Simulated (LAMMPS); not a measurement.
An MD run on a melt made from CeO2 (fluorite), 324 atoms, at 3510 K and 5 GPa, brought to that temperature within a few picoseconds.

Method: classical MD, Buckingham potential of Woodley, Battle, Gale and Catlow, Phys. Chem. Chem. Phys. 1, 2535 (1999), used with rigid ions (no shells), PPPM sums, short-range terms cut at 10 Å, modified for these runs by an r^-4 repulsive force inside the short-range force's maximum, run in LAMMPS.

state found: liquid
density: 5.27 ± 0.03 g/cm³
volume per atom: 18.1 ± 0.1 Å³/atom
enthalpy per atom: -33.407 ± 0.007 eV/atom
first peak of g(r), Ce-O: 2.07 Å, height 5.5
coordination number of Ce by O: 5.79 (counted to 3.22 Å)
coordination number of O by Ce: 2.89 (counted to 3.22 Å)
most common Ce-O-Ce angle: at the 3° bin centred on 109.5°, after smoothing over three bins (mean of all 118°)
self-diffusion coefficient of Ce (not corrected for cell size): (8.2 ± 0.9) × 10^-6 cm²/s
self-diffusion coefficient of O (not corrected for cell size): (1.9 ± 0.1) × 10^-5 cm²/s
mean frequency of the vibrational (phonon) density of states: 12.4 THz
cost: very roughly 8 core-minutes

Caution: the potential ionic pair potential woodley1999 is fitted for structure prediction of static crystals. Caution: a run this short can hold a crystal over, or a liquid under, the potential's own melting point, which these runs don't give.

States go by the mean squared displacement: a species diffuses where it passes 1.5 Å², still rises and gives D over 1e-6 cm²/s; a crystal has left its structure where atoms lie 0.35 Å off their sites on average or a cubic box changes its shape by 3 %, or the axial ratios of another lie 8 % off the starting cell's, which the potential's own relaxation can also do.

Errors of D are the spread over four groups of atoms in one short run; a floor of about 5 %, a picked value, is safer.

The ± values are statistical; the model's systematic error is not in them.
